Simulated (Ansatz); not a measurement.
Take TaAs in the CsCl type structure (space group Pm-3m, No. 221; a = 3.178 Å; a hypothetical phase, not in the database extracts checked; relaxed with 0.1 eV smearing) as the base. Axes: x, y, z lie along the cube axes.

Now apply this change: the cell is compressed by 2.98 % along y with no lateral relaxation, atoms relaxed at fixed cell.

Levels (all Ansatz, an electronic-structure program, PAW): PBEsol (420 eV, without spin-orbit coupling); PBEsol+SOC (420 eV, with spin-orbit coupling).

The geometry is relaxed with PBEsol.

```
Item              Result
---------------  -------
PBEsol pressure  6.4 GPa
```

Predict the pressure from PBEsol+SOC.

The pressure decreases by 0.2 GPa (6.4 GPa → 6.2 GPa).

Single points use the geometry relaxed with PBEsol. The spin-orbit shifts are approximate. The cells carry an imposed strain or load. Whether these cells are dynamically stable was not tested. The runs without spin-orbit coupling are not spin-polarised.
